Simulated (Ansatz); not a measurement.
The parent structure is NaI in the rock salt structure (space group Fm-3m, No. 225; a = 6.4601 Å). Axes: x, y, z lie along the cube axes.

Method: r2SCAN, PAW, 500 eV (Ansatz, an electronic-structure program; spin-orbit coupling left out).

Free-standing slabs (2 atom(s) a layer) normal to the z axis with 15 Å of vacuum; in-plane cell held at bulk.

One change was made to it. Results:

```csv
quantity,base,after
gap character,–,direct at Γ
band gap,4.45 eV,4.52 eV
excess energy per area of both faces (slab less bulk energy over the cell's area: twice a surface energy),–,0.26 J/m²
```

**Question.** Which of these changes matches the shifts?
(A) 5 layers
(B) 2 layers
(C) 3 layers

**Answer.** A, 5 layers. For comparison, the band gap in the other runs: 3 layers gives 4.57 eV; 2 layers gives 4.65 eV.

Slab and bulk use different k-meshes, which limits the precision of the excess energy. With I present, leaving out spin-orbit coupling can change the band edges. Whether these cells are dynamically stable was not tested. Labels are those of the standard path for the cell's own space group.
